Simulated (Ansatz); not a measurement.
Candidates (primitive cells; geometry: cell and atoms relaxed with PBEsol):
A. KMgH3 (Pm-3m), a = 3.9764 Å, b = 3.9764 Å, c = 3.9764 Å, α = 90.00°, β = 90.00°, γ = 90.00°
B. MgF2 (P4_2/mnm), a = b = 4.6388 Å, c = 3.0623 Å, α = β = γ = 90.00°
C. MgSe (Fm-3m), a = b = c = 3.8536 Å, α = β = γ = 60.00°

Task: Rank these by band gap (lowest first), as r2SCAN, rigid bands (Ansatz, a quantum-chemistry and plane-wave program) gives it.

Result: C (2.50 eV), A (3.25 eV), B (7.98 eV)

Spin-orbit coupling is left out.

Formula and space group known from diffraction (Crystallography Open Database), not checked to be the room-temperature form: KMgH3 (Pm-3m).
